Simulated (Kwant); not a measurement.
Model system: circular cavity between two wires in a Ge (holes) two-dimensional gas. Effective mass 0.06 mₑ, grid spacing 25 nm, hard walls, nominal width 300 nm (11 grid rows, so walls 300 nm apart), one parabolic valley, scattering region 2700 nm long along x; energies count from the band bottom; Fermi energy swept from 5.5708e-05 to 0.00083562 eV. Cavity of radius 600 nm, straight part 0 nm, centre moved sideways by 240 nm.

Constants are typed, rounded textbook-type inputs, not results; the design itself was drawn at random and stands for no fabricated device.

Computed with Kwant: effective-mass tight-binding model on a square grid, one spin, coherent transport at 0 K. Conductance is in e²/h.

How many channels do the leads carry at E = 0.469, 0.534, 0.547 meV?

The hard-wall thresholds are n² ħ²π²/(2mW²) = n² × 0.0696 meV with W = 300 nm. √(0.469/0.0696) = 2.59, so 2. √(0.534/0.0696) = 2.77, so 2. √(0.547/0.0696) = 2.80, so 2.
